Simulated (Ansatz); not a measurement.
Consider interstitial Cu in silicon with all lengths changed by -1 %, charge state +1. Method: PBE, PAW (plane waves to 420 eV; Ansatz, a first-principles code).

Settings: 64 host sites, the strained lattice (strain from the relaxed PBE one, atoms relaxed), a 2×2×2 k-point mesh shifted by half a step, smearing 0.01 eV, spin-restricted, no image-charge correction. Static, classical nuclei. The charge state is imposed; whether it is stable for some Fermi level was not computed. Sites that were not tried may lie lower.

Barriers: single points on a 3×3×3 k-point mesh shifted by half a step at the bands' geometries.

Relaxed starting cell (atoms counted from 1):

```yaml
crystal:
  lattice:
    - [10.83060, 0.00000, 0.00000]
    - [0.00000, 10.83060, 0.00000]
    - [0.00000, 0.00000, 10.83060]
  atoms:
    - { symbol: Si, position: [0.99968, 0.99995, 0.25182] }
    - { symbol: Si, position: [0.99972, 0.99991, 0.74867] }
    - { symbol: Si, position: [0.99970, 0.49989, 0.24985] }
    - { symbol: Si, position: [0.99972, 0.49991, 0.75057] }
    - { symbol: Si, position: [0.49972, 0.99994, 0.24985] }
    - { symbol: Si, position: [0.49975, 0.99989, 0.75057] }
    - { symbol: Si, position: [0.49966, 0.49998, 0.25060] }
    - { symbol: Si, position: [0.49971, 0.49992, 0.74987] }
    - { symbol: Si, position: [0.12547, 0.37488, 0.12594] }
    - { symbol: Si, position: [0.12403, 0.37577, 0.62434] }
    - { symbol: Si, position: [0.12887, 0.87074, 0.12939] }
    - { symbol: Si, position: [0.12546, 0.87418, 0.62524] }
    - { symbol: Si, position: [0.62381, 0.37585, 0.12459] }
    - { symbol: Si, position: [0.62450, 0.37510, 0.62504] }
    - { symbol: Si, position: [0.62474, 0.87418, 0.12596] }
    - { symbol: Si, position: [0.62387, 0.87559, 0.62432] }
    - { symbol: Si, position: [0.99967, 0.25149, 0.00025] }
    - { symbol: Si, position: [0.99970, 0.24957, 0.50018] }
    - { symbol: Si, position: [0.99974, 0.74836, 0.00021] }
    - { symbol: Si, position: [0.99972, 0.75030, 0.50020] }
    - { symbol: Si, position: [0.49975, 0.24957, 0.00025] }
    - { symbol: Si, position: [0.49965, 0.25027, 0.50026] }
    - { symbol: Si, position: [0.49972, 0.75031, 0.00020] }
    - { symbol: Si, position: [0.49972, 0.74954, 0.50021] }
    - { symbol: Si, position: [0.12546, 0.12565, 0.37520] }
    - { symbol: Si, position: [0.12889, 0.12907, 0.87106] }
    - { symbol: Si, position: [0.12404, 0.62406, 0.37605] }
    - { symbol: Si, position: [0.12545, 0.62493, 0.87446] }
    - { symbol: Si, position: [0.62381, 0.12428, 0.37612] }
    - { symbol: Si, position: [0.62472, 0.12566, 0.87446] }
    - { symbol: Si, position: [0.62452, 0.62473, 0.37541] }
    - { symbol: Si, position: [0.62387, 0.62405, 0.87591] }
    - { symbol: Si, position: [0.25126, 0.99988, 0.00021] }
    - { symbol: Si, position: [0.24936, 0.99991, 0.50021] }
    - { symbol: Si, position: [0.24935, 0.49993, 0.00021] }
    - { symbol: Si, position: [0.25007, 0.49992, 0.50021] }
    - { symbol: Si, position: [0.74812, 0.99996, 0.00023] }
    - { symbol: Si, position: [0.75008, 0.99994, 0.50019] }
    - { symbol: Si, position: [0.75008, 0.49989, 0.00024] }
    - { symbol: Si, position: [0.74934, 0.49999, 0.50030] }
    - { symbol: Si, position: [0.37490, 0.37512, 0.37541] }
    - { symbol: Si, position: [0.37558, 0.37576, 0.87591] }
    - { symbol: Si, position: [0.37560, 0.87560, 0.37608] }
    - { symbol: Si, position: [0.37469, 0.87418, 0.87446] }
    - { symbol: Si, position: [0.87534, 0.37585, 0.37615] }
    - { symbol: Si, position: [0.87398, 0.37490, 0.87446] }
    - { symbol: Si, position: [0.87397, 0.87418, 0.37519] }
    - { symbol: Si, position: [0.87056, 0.87075, 0.87107] }
    - { symbol: Si, position: [0.25018, 0.25035, 0.25067] }
    - { symbol: Si, position: [0.25330, 0.25353, 0.74661] }
    - { symbol: Si, position: [0.25333, 0.74633, 0.25382] }
    - { symbol: Si, position: [0.25017, 0.74945, 0.74976] }
    - { symbol: Si, position: [0.74601, 0.25365, 0.25394] }
    - { symbol: Si, position: [0.74928, 0.25036, 0.74975] }
    - { symbol: Si, position: [0.74928, 0.74945, 0.25067] }
    - { symbol: Si, position: [0.74610, 0.74634, 0.74662] }
    - { symbol: Si, position: [0.37470, 0.12565, 0.12593] }
    - { symbol: Si, position: [0.37556, 0.12421, 0.62440] }
    - { symbol: Si, position: [0.37557, 0.62409, 0.12452] }
    - { symbol: Si, position: [0.37492, 0.62471, 0.62501] }
    - { symbol: Si, position: [0.87037, 0.12922, 0.12956] }
    - { symbol: Si, position: [0.87400, 0.12565, 0.62521] }
    - { symbol: Si, position: [0.87399, 0.62493, 0.12594] }
    - { symbol: Si, position: [0.87542, 0.62410, 0.62439] }
    - { symbol: Cu, position: [0.99936, 0.00036, 0.00067] }
```
Cell charge +1.

End state 1 differs by these moves (Å; atoms that move under 0.08 Å are left out):

```
atom  element    Δx     Δy     Δz
----  -------  ----  -----  -----
65         Cu  1.35  -1.36  -1.35
```

### Question
What forward and backward barriers to end state 1 does PBE, PAW give?

### Answer
forward 0.17 eV, backward 0.17 eV; at the saddle point atom 65 has neighbours 6 Si at 2.35 Å. The saddle point's order was not checked, and it lies on a symmetry element of the cell, where a band can be held.
